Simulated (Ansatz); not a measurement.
We consider C11b MoSi₂, described by rVV10 (PAW; Ansatz, a program for electronic structure).

Run with plane-wave cutoff 520 eV, 24×24×24 k mesh, Fermi–Dirac smearing 0.05 eV, no spin polarisation, scalar-relativistic PAW data made under PBE.

Cell (relaxed at this level):

MoSi₂ has the tetragonal space group I4/mmm (No. 139), Pearson symbol tI6. Cell: a = 3.229 Å, b = 3.229 Å, c = 7.905 Å, α = 90.00°, β = 90.00°, γ = 90.00°. Si on 4e is coordinated by 5 Si at 2.610–2.648 Å and 5 Mo at 2.630–2.647 Å. Mo on 2a is coordinated by 10 Si at 2.630–2.647 Å and 4 Mo at 3.229 Å. (Neighbours: up to the widest gap in distance over summed covalent radii, below 1.35, at either atom; cation-cation and far metal-metal contacts left out.)
(The calculation used a cell of 3 atoms; values per cell refer to that cell.)

Problem. Give the computed bulk modulus and pressure derivative B′ of the bulk modulus.

Solution. 
- bulk modulus: 195 GPa
- pressure derivative B′ of the bulk modulus: 4.6

The run finds no gap.

Measured, for comparison: bulk modulus 222 ± 2 GPa (room temperature, not corrected to a static lattice, B' = 4; as tabulated in Structural stability of MoSi2 and Mo5Si3 under high pressure, Chin. Phys. B 26 …). Computed (rounded) less measured: bulk modulus -12 %.

Note: the bulk modulus comes from volumes at which shape and atoms were relaxed.

Cost on a shared machine: about 26 core-minutes (a rough figure).
